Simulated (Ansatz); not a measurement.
# Effect of pressure 15 GPa on Pb

Consider Pb in the fcc (Cu type) structure (space group Fm-3m, No. 225; a = 4.9311 Å).

Perturbation: cell and atoms relaxed at a pressure of 15 GPa.

All numbers come from PBEsol (Ansatz, a quantum-chemistry and plane-wave program; PAW; 420 eV plane waves; no spin-orbit coupling). Γ-centred 16×16×16 mesh, Fermi–Dirac width 0.05 eV.

| quantity | base | changed | shift |
|---|---|---|---|
| volume per atom | 29.98 Å³ | 24.71 Å³ | -5.27 Å³ |
| density | 11.48 g/cm³ | 13.93 g/cm³ | +2.45 g/cm³ |
| lattice parameter a | 9.318 bohr | 8.737 bohr | -0.5817 bohr |
| shortest interatomic distance | 6.589 bohr | 6.178 bohr | -0.411 bohr |
| enthalpy H = E + PV relative to the base's energy | – | +2.52 eV/atom | – |
| band gap | zero | zero | – |

Final structure:

```
Pb
1.0
    0.00000     2.31166     2.31166
    2.31166     0.00000     2.31166
    2.31166     2.31166     0.00000
Pb
1
Cartesian
  0.00000   0.00000   0.00000
```

Load acts through the strain it causes; cell and atoms are relaxed under it. Stability against distortions was not tested. Measured, Pb leaves this structure (for hcp) near 14 GPa (room temperature; as listed in arXiv:1906.07825).
